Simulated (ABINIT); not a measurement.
## Worked example: self-consistent single point of CdS (F-43m, 2 atoms in the cell) in ABINIT

Level of theory: PBE, PAW (JTH v2.0 PBE PAW) (plane waves; ABINIT).

Input:

```
# CdS, JTH v2.0 PBE PAW
pp_dirpath "./"
pseudos "Cd.GGA_PBE-JTH.xml, S.GGA_PBE-JTH.xml"
acell 3*1.0
rprim
        -0.0000000000    5.5613789471    5.5613789471
         5.5613789471   -0.0000000000    5.5613789471
         5.5613789471    5.5613789471   -0.0000000000
natom 2
ntypat 2
znucl 48 16
typat 1 2
xcart
         0.0000000000    0.0000000000    0.0000000000
         2.7806894735    2.7806894735    2.7806894735
ecut 21 Ha
pawecutdg 42 Ha
pawxcdev 0
occopt 1
nband 12
kptopt 1
ngkpt 5 5 5
nshiftk 1
shiftk 0 0 0
nstep 100
tolvrs 1.0e-10
diemac 9
prtwf 0
prtden 0
prtvol 1
enunit 2
```

Output (repeated stretches shortened):

```
 Symmetries : space group F-4 3 m (#216); Bravais cF (face-center cubic)

 -outvars: echo values of preprocessed input variables --------
            acell      1.0000000000E+00  1.0000000000E+00  1.0000000000E+00 Bohr
           diemac      9.00000000E+00
             ecut      2.10000000E+01 Hartree
           enunit           2
              ixc     -101130
         kptrlatt        5    0    0      0    5    0      0    0    5
          kptrlen      3.93248877E+01
            natom           2
            nband          12
            ngfft          36      36      36
          ngfftdg          48      48      48
             nkpt          10
            nstep         100
             nsym          24
           ntypat           2
        pawecutdg      4.20000000E+01 Hartree
         pawxcdev           0
            rprim     -0.0000000000E+00  5.5613789471E+00  5.5613789471E+00
                       5.5613789471E+00 -0.0000000000E+00  5.5613789471E+00
                       5.5613789471E+00  5.5613789471E+00 -0.0000000000E+00
          spgroup         216
           tolvrs      1.00000000E-10
            typat      1  2
           useylm           1
             xred      0.0000000000E+00  0.0000000000E+00  0.0000000000E+00
                       2.5000000000E-01  2.5000000000E-01  2.5000000000E-01
            znucl       48.00000   16.00000

== DATASET  1 ==================================================================

 Real(R)+Recip(G) space primitive vectors, cartesian coordinates (Bohr,Bohr^-1):
 R(1)=  0.0000000  5.5613789  5.5613789  G(1)= -0.0899058  0.0899058  0.0899058
 R(2)=  5.5613789  0.0000000  5.5613789  G(2)=  0.0899058 -0.0899058  0.0899058
 R(3)=  5.5613789  5.5613789  0.0000000  G(3)=  0.0899058  0.0899058 -0.0899058
 Unit cell volume ucvol=  3.4401506E+02 bohr^3
 Angles (23,13,12)=  6.00000000E+01  6.00000000E+01  6.00000000E+01 degrees

 Coarse grid specifications (used for wave-functions):

 getcut: wavevector=  0.0000  0.0000  0.0000  ngfft=  36  36  36
         ecut(hartree)=     21.000   => boxcut(ratio)=   2.21886

 Fine grid specifications (used for densities):

 getcut: wavevector=  0.0000  0.0000  0.0000  ngfft=  48  48  48
         ecut(hartree)=     42.000   => boxcut(ratio)=   2.09196

   5.23237762E+02                                ecore*ucvol(ha*bohr**3)

_setup2: Arith. and geom. avg. npw (full set) are    1581.704    1581.686

--- !BeginCycle
solver: {iscf: 17, nstep: 100, nline: 4, wfoptalg: 10, }
tolerances: {tolvrs: 1.00E-10, }
...

     iter   Etot(hartree)      deltaE(h)  residm     nres2
 ETOT  1  -57.846060657313    -5.785E+01 1.221E-01 6.703E+00
 ETOT  2  -57.922819788010    -7.676E-02 1.747E-01 2.734E+01
 ETOT  3  -57.924259396764    -1.440E-03 1.009E-01 1.657E+00
 ETOT  4  -57.921846456322     2.413E-03 3.343E-02 1.493E-01
 ETOT  5  -57.923055814305    -1.209E-03 1.575E-01 9.638E-03
 ETOT  6  -57.923134142385    -7.833E-05 7.281E-02 1.787E-03
   [... 6 lines left out ...]
 ETOT 13  -57.923173949792    -3.792E-08 7.516E-05 1.014E-07
 ETOT 14  -57.923173958365    -8.573E-09 1.690E-04 1.608E-08
 ETOT 15  -57.923173960525    -2.161E-09 2.129E-05 3.109E-09
 ETOT 16  -57.923173961078    -5.527E-10 2.407E-05 6.115E-10
 ETOT 17  -57.923173961248    -1.701E-10 6.857E-06 7.795E-11

 At SCF step   17       nres2   =  7.80E-11 < tolvrs=  1.00E-10 =>converged.

 Cartesian components of stress tensor (hartree/bohr^3)
  sigma(1 1)= -4.07931835E-05  sigma(3 2)=  0.00000000E+00
  sigma(2 2)= -4.07931835E-05  sigma(3 1)=  0.00000000E+00
  sigma(3 3)= -4.07931835E-05  sigma(2 1)=  0.00000000E+00

 ----iterations are completed or convergence reached----

 reduced coordinates (array xred) for    2 atoms
       0.000000000000      0.000000000000      0.000000000000
       0.250000000000      0.250000000000      0.250000000000
 cartesian forces (eV/Angstrom) at end:
    1     -0.00000000000000    -0.00000000000000     0.00000000000000
    2      0.00000000000000     0.00000000000000    -0.00000000000000
 frms,max,avg= 2.3837015E-27 3.7345425E-27   0.000E+00  0.000E+00  0.000E+00 e/A
 length scales=  1.000000000000  1.000000000000  1.000000000000 bohr
              =  0.529177208590  0.529177208590  0.529177208590 angstroms
 Fermi (or HOMO) energy (hartree) =   0.12167   Average Vxc (hartree)=  -0.32374
 Eigenvalues (hartree) for nkpt=  10  k points:
 kpt#   1, nband= 12, wtk=  0.00800, kpt=  0.0000  0.0000  0.0000 (reduced coord)
  -0.32718   -0.15918   -0.15918   -0.15918   -0.14294   -0.14294    0.12167    0.12167
   0.12167    0.16079    0.36117    0.36118
 prteigrs : prtvol=0 or 1, do not print more k-points.

 Fermi (or HOMO) energy (eV) =   3.31090   Average Vxc (eV)=  -8.80947
 Eigenvalues (   eV  ) for nkpt=  10  k points:
 kpt#   1, nband= 12, wtk=  0.00800, kpt=  0.0000  0.0000  0.0000 (reduced coord)
  -8.90302   -4.33158   -4.33158   -4.33158   -3.88964   -3.88964    3.31090    3.31090
   3.31090    4.37535    9.82803    9.82818
 prteigrs : prtvol=0 or 1, do not print more k-points.

--- !EnergyTerms
comment             : Components of total free energy in Hartree
kinetic             :  1.72730668475706E+01
hartree             :  1.44933795427538E+01
xc                  : -6.88746613515698E+00
Ewald energy        : -4.22895994848131E+01
psp_core            :  1.52097339759613E+00
local_psp           : -4.50728918543274E+01
spherical_terms     :  3.03936452568126E+00
total_energy        : -5.79231731606957E+01
total_energy_eV     : -1.57616969926494E+03
...

-Cartesian components of stress tensor (GPa)         [Pressure=  1.2002E+00 GPa]
- sigma(1 1)= -1.20017669E+00  sigma(3 2)=  0.00000000E+00
- sigma(2 2)= -1.20017669E+00  sigma(3 1)=  0.00000000E+00
- sigma(3 3)= -1.20017669E+00  sigma(2 1)=  0.00000000E+00

 Calculation completed.
```

The run converged in 17 iterations.

The starting cell comes from a database of computed structures (which also holds hypothetical and non-ambient phases and stackings), without a prior relaxation at this level.

Cost on one core of a shared machine: roughly 50 s.
